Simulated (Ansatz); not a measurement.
A relaxed cell of amorphous Si₇₂O₁₅₀H₁₂ (2.15 g/cm³) is scaled in volume and its atoms relax again. Method: PBE, scalar-relativistic without spin-orbit coupling (plane waves to 420 eV, PAW; Ansatz, a program for electronic structure). Sampling: the zone centre alone; Fermi-Dirac width 0.02 eV; no spin polarisation.

A CHGNet melt-quench gave the starting glass, which DFT then relaxed. O atoms were pushed apart under 1.9 Å during the dynamics, to hinder bonds among them. The hot cell started wider than the set density and was brought back towards it in steps. It is the lowest in DFT energy of 8 quenches. It is a model cell: composition and starting density were chosen by hand, and all elements were melted together. No dispersion term was used. Its density started from a set value of 2.15 and ended at 2.15 g/cm³. The quench (nominally 520 K/ps over its main leg) was far faster than any real one, so the model tends to hold more defects than a real film. A cell of this size samples the disorder only roughly. The volume was held where the preparation left it and the shape relaxed, at a PBE pressure of 0.0 GPa.

Cut-offs for bonds: Si-Si 2.60 Å, Si-O 1.90 Å, Si-H 1.70 Å, O-O 1.58 Å, O-H 1.22 Å, H-H 0.90 Å. Two cations that share two anions don't count as bonded, nor two that share one unless they lie closer than Si-Si 2.38 Å.

Unscaled, the mean coordination (metal atoms count anions alone where O, N, F or Cl are present) is Si 4.00, O 2.00, H 1.00.

Give density, energy change, pressure and coordination after each scaling.


```json
[
 {"volume change": "-6 %", "density (g/cm3)": "2.29", "energy change (meV/atom)": "+6", "pressure (GPa)": "2.4", "coordination Si": "4.00", "coordination O": "2.00", "coordination H": "1.00"},
 {"volume change": "+6 %", "density (g/cm3)": "2.03", "energy change (meV/atom)": "+7", "pressure (GPa)": "-2.4", "coordination Si": "4.00", "coordination O": "2.00", "coordination H": "1.00"}
]
```
